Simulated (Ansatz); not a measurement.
Start from Cu₂O (space group Pn-3m, No. 224; a = 4.2991 Å).

Perturbation: an isotropic linear strain of −5.82 %, atoms relaxed at fixed cell.

Levels (all Ansatz, a program for electronic structure, PAW, earlier PAW set): PBE (420 eV, no SOC); r2SCAN (500 eV, scalar-relativistic without spin-orbit coupling); HSE06 (420 eV, no spin-orbit coupling); PBE+SOC (420 eV, spin-orbit coupling included).

One geometry, relaxed with PBE, under each level:

Notes on the quantities. electron mass: degenerate bands, along [100].

The valence-band top lists the three highest levels at Γ (Kramers pairs under SOC), from the VBM.

| level | band gap | lowest conduction level above the VBM at special points | valence-band top at Γ | electron mass | pressure |
|---|---|---|---|---|---|
| PBE | 0.63 eV | Γ 0.63 eV; M 1.98 eV; R 2.16 eV; X 2.64 eV | 0.00, 0.00, 0.00 eV | 0.057, 0.41 mₑ (at Γ) | 306.2 kbar |
| r2SCAN | 0.89 eV | Γ 0.89 eV; M 2.26 eV; R 2.45 eV; X 2.91 eV | – | – | 250.7 kbar |
| HSE06 | ? | ? | – | – | – |
| PBE+SOC | 0.54 eV | Γ 0.54 eV; M 1.89 eV; R 1.99 eV; X 2.55 eV | 0.00, -0.13, -0.13 eV | 0.056, 0.41 mₑ (at Γ) | 306.1 kbar |

Problem. Give the withheld HSE06 results.

Solution. 
- HSE06, band gap: 1.82 eV
- HSE06, lowest conduction level above the VBM at special points: Γ 1.82 eV; M 3.40 eV; R 3.50 eV

Single points use the geometry relaxed with PBE. Their cutoffs differ, which shifts pressures a little. Differences between runs with and without spin-orbit coupling are approximate. Masses are band curvatures over ±0.01 Å⁻¹ around the edge. No phonon test of stability was made. No Hubbard U is applied. The runs without spin-orbit coupling are not spin-polarised.
